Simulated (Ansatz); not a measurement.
## Ca: Ca → Ba

Start from Ca in the fcc (Cu type) structure (space group Fm-3m, No. 225; a = 5.568 Å).

Perturbation: full substitution Ca → Ba, then cell and atoms are relaxed.

Computed with Ansatz (an electronic-structure program) r2SCAN, spin-orbit coupling left out. k-mesh 13×13×13 (Γ-centred); smearing 0.05 eV (Fermi–Dirac), for the changed cell.

```json
{
  "volume_per_atom": "67.22 Å³ (base 43.17 Å³)",
  "density": "3.39 g/cm³ (base 1.54 g/cm³)",
  "lattice_parameter_a": "6.454 Å (base 5.568 Å)",
  "space_group": "Fm-3m (No. 225) (base Fm-3m (No. 225))",
  "band_gap": "zero (base zero)"
}
```

Cost of the whole job for the changed cell (relaxation, final SCF and bands): roughly 60 core-seconds.

Stability against distortions was not tested. For Ba in this form, whether it has been made was not checked. This is not the structure that Ba has at room temperature and ambient pressure.
